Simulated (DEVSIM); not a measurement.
System: abrupt Ge p-n junction, at 300 K.

| layer (left to right) | material | thickness (μm) | Nd (cm⁻³) | Na (cm⁻³) | τn (s) | τp (s) |
|---|---|---|---|---|---|---|
| 1 | Ge | 89.0 | - | 1.6e17 | 4.5e-6 | 4.5e-6 |
| 2 | Ge | 170 | 1.5e15 | - | 4.5e-6 | 4.5e-6 |

Left contact: ohmic. Right contact: ohmic. Voltage is applied to the left contact. Recombination: SRH at mid-gap. Mobility is constant in doping. Where it depends on doping, it is μmin + (μ − μmin)/(1 + (N/Nref)^α).

This is a model device: material constants are rounded textbook-type values typed into the input, and sizes, dopings and lifetimes were drawn at random. Values at 300 K; Nc and Nv go as T^1.5, mobilities as T to minus their exponent, the gap by Varshni's rule with the affinity fixed. The table also holds parameters that only a changed run uses.

```tsv
parameter	Ge
gap (eV)	0.664
affinity (eV)	4
permittivity	16
Nc (cm⁻³)	1.04e19
Nv (cm⁻³)	6e18
μn (cm²/Vs)	3900
μp (cm²/Vs)	1900
μn,min	150
μp,min	100
Nref,n	2.6e17
Nref,p	4e17
αn	0.56
αp	0.6
T exponent of μn	1.66
T exponent of μp	2.33
Cn (cm⁶/s)	1e-31
Cp (cm⁶/s)	1e-31
Varshni α (eV/K)	0.000477
Varshni β (K)	235
```

DEVSIM, 1D drift-diffusion, Boltzmann statistics, complete ionisation; no tunnelling, impact ionisation, image-force lowering or self-heating.

Base results: potential step across the device at zero bias (V) 0.342; dark forward voltage at 1 A/cm² (V) 0.237; largest field in the device at zero bias (V/cm) 20000.

Task: What follows from this one change: thickness of layer 2 170 → 850 μm?

Result: potential step across the device at zero bias little changed (0.342 V); dark forward voltage at 1 A/cm² 0.237 → 0.302 V; largest field in the device at zero bias little changed (20000 V/cm).

Task: What follows from this one change: minority lifetime in layer 2 4.5e-06 → 1.3e-06 s?

Result: potential step across the device at zero bias little changed (0.342 V); dark forward voltage at 1 A/cm² 0.237 → 0.232 V; largest field in the device at zero bias little changed (20000 V/cm).

Task: What follows from this one change: doping Nd of layer 2 1.5e+15 → 4.5e+13 cm^-3?

Result: potential step across the device at zero bias 0.342 → 0.255 V; dark forward voltage at 1 A/cm² 0.237 → 0.212 V; largest field in the device at zero bias 20000 → 19000 V/cm.

Task: What follows from this one change: temperature 300 → 250 K?

Result: potential step across the device at zero bias 0.342 → 0.426 V; dark forward voltage at 1 A/cm² 0.237 → 0.333 V; largest field in the device at zero bias little changed (19000 V/cm).
